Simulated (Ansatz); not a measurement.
Where the default PAW files enter, the runs use the earlier of Ansatz's two default sets.

```
CdTe
1.0
    4.64161     0.00000     0.00000
    0.00000     4.64161     0.00000
    2.32081     2.32081     3.28212
Cd Te
1 1
Cartesian
  0.00000   0.00000   0.00000
  4.64161   2.32081   1.64106
```

Space group of this cell: F-43m, zinc blende. The cell is taken as given.

Computed with r2SCAN (plane waves, PAW; Ansatz, a first-principles code).

The current runs along the normal of the first two printed vectors; no spin-orbit coupling. Scaled by the factor s: both lengths across the current (ions clamped). The meshes follow the cell: 10×10×10 and 8×8 across at s = 0.98, 10×10×10 and 8×8 across at s = 1.00, 10×10×10 and 6×6 across at s = 1.02.

```csv
s,mean pressure (GPa),slowest mid-gap decay constant κ (1/Å)
0.98,1.7,0.091
1.00,-0.1,0.082
1.02,-1.5,?
```

Q: Take the slope of the slowest mid-gap decay constant κ against ln s from the two given rows, extrapolate to s = 1.02, and say what the run there gives.

A: Slope = (0.091 − 0.082) / ln 0.98 = -0.445 1/Å. The line gives 0.082 + (-0.445) × ln 1.02 = 0.073 1/Å. The run gives 0.073 1/Å, as the line does.
